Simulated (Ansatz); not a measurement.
CuI in the zinc blende structure (space group F-43m, No. 216)

CuI is taken in the cubic space group F-43m (No. 216), the zinc blende structure, Pearson symbol cF8. Lattice parameters: a = b = c = 6.0228 Å, α = β = γ = 90.00°. I on 4c sees 4 Cu at 2.608 Å (tetrahedral). Cu on 4a is coordinated by 4 I at 2.608 Å (tetrahedral). (Neighbours: up to the widest gap in distance over summed covalent radii, below 1.35, at either atom; cation-cation and far metal-metal contacts left out.)
(The calculation used a cell of 2 atoms; values per cell refer to that cell.)

Calculations: r2SCAN (Ansatz, a quantum-chemistry and plane-wave program, PAW, no spin-orbit coupling). Settings: 10×10×10 k-points, 0.05 eV Fermi–Dirac smearing.

Volume per atom: 27.31 Å³
Density: 5.79 g/cm³
Band gap: 1.67 eV, direct at Γ
Electron mass: 0.18 mₑ
Hole mass (degenerate bands, along [100]): 0.29, 0.71, 0.71 mₑ
Lowest conduction-band minima above the VBM: Γ 1.67 eV; L along ⟨111⟩ 2.57 eV; X along ⟨100⟩ 2.90 eV
Total energy: -7079.823 eV/atom (σ→0; compares only within this code and set-up)

With I present, leaving out spin-orbit coupling can change the band edges. Effective masses come from finite differences of ±0.01 Å⁻¹. No phonon test of stability was made. The final runs are not spin-polarised.
